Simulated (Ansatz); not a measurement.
Take Lu (space group R-3m, No. 166; a cell from a computed database, its experimental status unchecked) as the base.

```
CELL_PARAMETERS angstrom
      1.70430     0.98398     8.12333
     -1.70430     0.98398     8.12333
      0.00000    -1.96796     8.12333
ATOMIC_POSITIONS crystal
  Lu 0.00000 0.00000 0.00000
  Lu 0.77812 0.77812 0.77812
  Lu 0.22188 0.22188 0.22188
```

Computed with PBEsol (Ansatz, a program for electronic structure; PAW; 420 eV plane waves; scalar-relativistic without spin-orbit coupling).

Base values:

```
Item               Result
---------------  --------
Volume per atom  27.25 Å³
```

The change: every Lu is replaced by Y, then cell and atoms are relaxed.

Task: What happens to the volume per atom?

Result: The volume per atom grows by 3.715 Å³ to 30.96 Å³.

Whether these cells are dynamically stable was not tested. For Y in this form, whether it has been made was not checked. The final runs are not spin-polarised. This is not the structure that Y has at room temperature and ambient pressure. This is not the structure that Lu has at room temperature and ambient pressure.
